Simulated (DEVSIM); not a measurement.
Structure: Schottky contact on n-type β-Ga2O3, at 300 K.

Layer 1 from the left is β-Ga2O3, thickness (μm) 0.450, Nd (cm⁻³) 3.6e16, τn (s) 1.9e-9, τp (s) 1.9e-9. Layer 2 from the left is β-Ga2O3, thickness (μm) 11.0, Nd (cm⁻³) 1.3e18, τn (s) 1.9e-9, τp (s) 1.9e-9.

Left contact: Schottky, work function 5.12 eV, emission velocity 2.7e6 cm/s. Right contact: ohmic. Voltage is applied to the left contact. Recombination: SRH at mid-gap. Mobility is μmin + (μ − μmin)/(1 + (N/Nref)^α).

This is a model device: material constants are rounded textbook-type values typed into the input, and sizes, dopings and lifetimes were drawn at random. Values at 300 K.

β-Ga2O3: gap (eV) 4.8, affinity (eV) 4, permittivity 10, Nc (cm⁻³) 3.7e18, Nv (cm⁻³) 5e20, μn (cm²/Vs) 160, μp (cm²/Vs) 1, μn,min 20, μp,min 0.1, Nref,n 1e18, Nref,p 1e18, αn 0.8, αp 0.8.

Simulated with DEVSIM: 1D drift-diffusion, Boltzmann statistics, complete ionisation; no tunnelling, impact ionisation, image-force lowering or self-heating. Metal contacts follow the ideal Schottky-Mott rule: no Fermi-level pinning, no interface dipoles.

### Question
What does the simulation give for the dark forward voltage at 1 A/cm², the dark forward voltage at 100 A/cm²?

### Answer
dark forward voltage at 1 A/cm² 0.759 V; dark forward voltage at 100 A/cm² 0.894 V.
